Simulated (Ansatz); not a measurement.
We consider MgInGaO4 (model structure, started from the InGaZnO4 type, R3m, No. 160, 7 atoms in the cell), described by r²SCAN+SOC (plane waves, PAW; Ansatz, an electronic-structure program).

From the output:

```
Crystal: 7 atoms, lattice volume = 81.644 Å³
Basis set: ecut = 560 eV, 2451 PW (Γ), FFT grids on a1−a3, a2−a3, a3, exchange–correlation on 81×81×216 points (27 copies of the dense FFT grid, shifted against one another)
Bands: 74, of which v1, the nominal top of the filled ones, is band 60 counted from 1 (59 counted from 0)
Symmetry: 6 space group operations + 6 with time reversal
k-points: 189 of 1728 (time reversal used)
Initial density: superposition of atomic densities (chi_scale 0.1, normalization cell, long waves kept (reshape's long-wave potential 0.38 eV rms))
Functional: x = r2scan, c = r2scan; τ floored in thin density (d = 2e-4 eV/Å³)
spin=Noncollinear: Resta preconditioning applied to the charge; magnetization (m_x, m_y, m_z) channels mix plain (no charge-response kernel on spin).
SCF 1 converged in 13 iterations: F = -13595.897300 eV  dr2 = 1.66e-10
SCF converged after 13 iterations
Free energy (F): -13595.897300 eV
Internal energy: -13595.897300 eV  (E = F + TS)
E sigma→0 (E₀):  -13595.897300 eV
Fermi energy:    8.483304 eV
--- Forces (eV/Å), atoms counted from 1 ---
  atom   1  In     0.00000000     0.00000000     0.04659220
  atom   2  Ga     0.00000000    -0.00000000    -0.01239247
  atom   3  Mg     0.00000000    -0.00000000    -0.02684498
  atom   4  O      0.00000000     0.00000000     0.03449221
  atom   5  O      0.00000000     0.00000000     0.02957885
  atom   6  O      0.00000000    -0.00000000    -0.08820830
  atom   7  O      0.00000000     0.00000000     0.01716470
--- Stress (GPa, compression-positive) ---
       -0.861032       0.000000       0.000000
        0.000000      -0.861032       0.000000
        0.000000       0.000000      -0.846952
  P = ⅓ Tr σ = -0.8563 GPa (-8.563 kbar)
```

Question: Write an input file that could have produced this run (the log leaves some choices open).

Answer: This is not unique; one that fits is 
Ansatz 0.2 input:
```yaml
crystal:
  lattice:
    - [1.6718209599, 0.9652262813, 8.4324747447]
    - [-1.6718209599, 0.9652262813, 8.4324747447]
    - [0.0, -1.9304525625, 8.4324747447]
  atoms:
    - { symbol: In, position: [-0.0020318853, -0.0020318853, -0.0020318853] }
    - { symbol: Ga, position: [0.2123724463, 0.2123724463, 0.2123724463] }
    - { symbol: Mg, position: [0.7844814175, 0.7844814175, 0.7844814175] }
    - { symbol: O, position: [0.1350978557, 0.1350978557, 0.1350978557] }
    - { symbol: O, position: [0.8760237277, 0.8760237277, 0.8760237277] }
    - { symbol: O, position: [0.288570338, 0.288570338, 0.288570338] }
    - { symbol: O, position: [0.7054861, 0.7054861, 0.7054861] }
basis:
  ecutwfc: 560
  ecutrho_ratio: 4
  xc_grid: 3
kpoints:
  mp_grid: { grid: [12, 12, 12] }
  band_path:
    path:
      - [0.0, 0.0, 0.0]
      - [-0.166667, -0.166667, -0.166667]
      - [-0.333333, -0.333333, -0.333333]
      - [-0.5, -0.5, -0.5]
      - [-0.5, -0.47295, -0.52705]
      - [-0.5, -0.4459, -0.5541]
      - [-0.5, -0.41885, -0.58115]
      - [-0.5, -0.391801, -0.608199]
      - [-0.5, -0.364751, -0.635249]
      - [-0.5, -0.337701, -0.662299]
      - [-0.5, -0.310651, -0.689349]
      - [-0.5, -0.283601, -0.716399]
      - [-0.5, -0.256551, -0.743449]
      - [-0.5, -0.229501, -0.770499]
      - [-0.5, -0.202451, -0.797549]
      - [-0.5, -0.175402, -0.824598]
      - [-0.175402, 0.175402, -0.5]
      - [-0.146168, 0.146168, -0.5]
      - [-0.116934, 0.116934, -0.5]
      - [-0.087701, 0.087701, -0.5]
      - [-0.058467, 0.058467, -0.5]
      - [-0.029234, 0.029234, -0.5]
      - [0.0, 0.0, -0.5]
      - [0.0, 0.0, -0.454545]
      - [0.0, 0.0, -0.409091]
      - [0.0, 0.0, -0.363636]
      - [0.0, 0.0, -0.318182]
      - [0.0, 0.0, -0.272727]
      - [0.0, 0.0, -0.227273]
      - [0.0, 0.0, -0.181818]
      - [0.0, 0.0, -0.136364]
      - [0.0, 0.0, -0.090909]
      - [0.0, 0.0, -0.045455]
      - [0.0, 0.025977, -0.025977]
      - [0.0, 0.051954, -0.051954]
      - [0.0, 0.077931, -0.077931]
      - [0.0, 0.103908, -0.103908]
      - [0.0, 0.129885, -0.129885]
      - [0.0, 0.155862, -0.155862]
      - [0.0, 0.181839, -0.181839]
      - [0.0, 0.207816, -0.207816]
      - [0.0, 0.233793, -0.233793]
      - [0.0, 0.25977, -0.25977]
      - [0.0, 0.285747, -0.285747]
      - [0.0, 0.311724, -0.311724]
      - [0.0, 0.337701, -0.337701]
      - [-0.337701, 0.0, -0.662299]
      - [-0.370161, 0.0, -0.629839]
      - [-0.40262, 0.0, -0.59738]
      - [-0.43508, 0.0, -0.56492]
      - [-0.46754, 0.0, -0.53246]
      - [-0.5, 0.0, -0.5]
      - [-0.454545, 0.0, -0.454545]
      - [-0.409091, 0.0, -0.409091]
      - [-0.363636, 0.0, -0.363636]
      - [-0.318182, 0.0, -0.318182]
      - [-0.272727, 0.0, -0.272727]
      - [-0.227273, 0.0, -0.227273]
      - [-0.181818, 0.0, -0.181818]
      - [-0.136364, 0.0, -0.136364]
      - [-0.090909, 0.0, -0.090909]
      - [-0.045455, 0.0, -0.045455]
    npoints: 1
hamiltonian:
  xc: r2scan
  dispersion: none
  pseudopotentials: { kind: paw }
scf:
  occupations: { method: fermi_dirac, width: 0.01 }
  convergence: { dr2_threshold: 0.0000000007 }
output:
  forces: true
  stress: true
  eigenvalues: true
  write_bands: true
magnetization:
  noncollinear: true
  spin_orbit: true
```

The PAW data were made under PBE.

Note: the relaxation could raise the start's symmetry but not lower it, so the cell can be a saddle point. Note: cell and atoms aren't relaxed at this level (largest force component 0.09 eV/Å, pressure -0.9 GPa).

A model structure was made by putting elements into a prototype or built by hand; it is no filed structure, need not be a known phase, and can be a saddle point held by its symmetry.
